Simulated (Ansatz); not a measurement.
Abridged Ansatz (a first-principles code) output:

```
Pseudopotential: Ir, paw, valence charge 17
Crystal: 2 atoms, lattice volume = 31.807 Å³
Basis set: ecut = 500 eV, 813 PW (Γ), exchange–correlation on 108×108×108 points (64 copies of the dense FFT grid, shifted against one another)
Bands: 21, of which v1, the nominal top of the filled ones, is band 17 counted from 1 (16 counted from 0)
Symmetry: 16 space group operations
k-points: 550 of 6859
Functional: x = r2scan, c = r2scan; τ floored in thin density (d = 2e-4 eV/Å³)
SCF iter   1: F=—  HF=-23896.025178 eV  |F-HF|=—  |Δ(HF+E_count)|=         —  Δρ=1.27e-2  dr2=2.70e-2  dr2_τ=7.50e-2  ethr=1.77e-3  ⟨swp⟩=5.6  Hψ=46930  notcnv=0
SCF iter   2: F=—  HF=-23896.082775 eV  |F-HF|=—  |Δ(HF+E_count)|=   5.76e-2  Δρ=8.22e-3  dr2=1.27e-2  dr2_τ=8.86e-4  ethr=7.95e-5  ⟨swp⟩=2.1  Hψ=22807  notcnv=0  defer=5
SCF 1 converged in 10 iterations: F = -23896.084334 eV  dr2 = 1.00e-12
SCF converged after 10 iterations
Free energy (F): -23896.084334 eV
Internal energy: -23896.067047 eV  (E = F + TS)
E sigma→0 (E₀):  -23896.075690 eV
Entropy (-TS):   -0.017287 eV (-8.644 meV/atom)
Fermi energy:    21.964148 eV
--- Forces (eV/Å), atoms counted from 1 ---
  atom   1  Ir     0.00000000    -0.00000000     0.00000000
  atom   2  Ir    -0.00000000    -0.00000000    -0.00000000
--- Stress (GPa, compression-positive) ---
        0.007097      -0.000000      -0.000000
       -0.000000       0.007097      -0.000000
       -0.000000       0.000000      -0.000417
  P = ⅓ Tr σ = 0.0046 GPa (0.046 kbar)
```

What was computed, and what are the main results?

Ir, 2 atoms in the cell, with Ansatz, r2SCAN, PAW, cutoff 500 eV, no SOC. The last SCF converged to F = -23896.084334 eV, or -11948.0422 eV per atom, at a pressure of 0.00 GPa. The total energy compares only with runs of the same code, potentials and settings.

Whether these cells are dynamically stable was not tested. The final runs are not spin-polarised. The cell was made from Sn by this change: Sn → Ir; the result is a hypothetical phase, not in the database extracts checked.
